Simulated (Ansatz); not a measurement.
# ZnSnAs2: stress against strain

ZnSnAs2 (chalcopyrite, I-42d, 25.015 Å³/atom and stress up to 0.01 GPa in the relaxed cell, c along z) under a strain ε along c (axis z), the other axes held. PBEsol in Ansatz, a plane-wave DFT program (PAW, default set), 420 eV, 8×8×8 Γ-centred mesh, Fermi-Dirac smearing 0.05 eV; ions are relaxed, or left where forces stay under 0.02 eV/Å, within the symmetry of each cell. Stress is positive for a compressed cell.

Here s stands for strain and y for stress zz.

| strain (%) | stress zz (GPa) |
|---|---|
| -1.50 | 1.39 |
| -0.75 | 0.68 |
| 0.00 | -0.01 |
| 0.75 | -0.69 |
| 1.50 | -1.35 |
| 3.00 | ? |

Problem. Fit y against s with a straight line, and predict the withheld value at s = 3.00.

Solution. Means: s 0, y 0.004. About the means, the sum of products is -5.1375 and the sum of squares of s is 5.6250; the slope is their ratio. Least squares gives y = 0.004 - 0.9133·s. Residuals (row less fit): 0.016, -0.009, -0.014, -0.009, 0.016; standard error 0.017 (degrees of freedom: 3). The slope gives the elastic constant C33 = 91.3 ± 0.7 GPa (± standard error of the fit, which holds the terms cut off). At the withheld row, y = 0.004 - 0.9133 × 3.00 = -2.736 GPa. The calculation gives -2.64 GPa, 0.096 GPa above the prediction (2.4 % of the range of y in the table). The row lies outside the fitted rows, so this is an extrapolation. From the scatter of the fitted rows alone, a prediction at this place has a standard error of 0.028 GPa, so the miss is 3.4 times that.

A polynomial of degree 2 through the 8 other runs of the series gives -2.64 there, so most of the miss is curvature that the fit leaves out. This level leaves no gap over 0.05 eV at strain -0.75, 0.00, 0.75, 1.50, 3.00 %. The start is a measured cell from the literature; how it stands against other phases or cation orders wasn't checked. Rows are the converged runs of the series near zero and its far end; series whose fitted rows scatter by over a few per cent of the range, as at a crossing or softening among them, aren't shown in this form, nor equations of state whose B0' disagrees with the runs' pressures. Most that stay on the fit to the last digits aren't either.
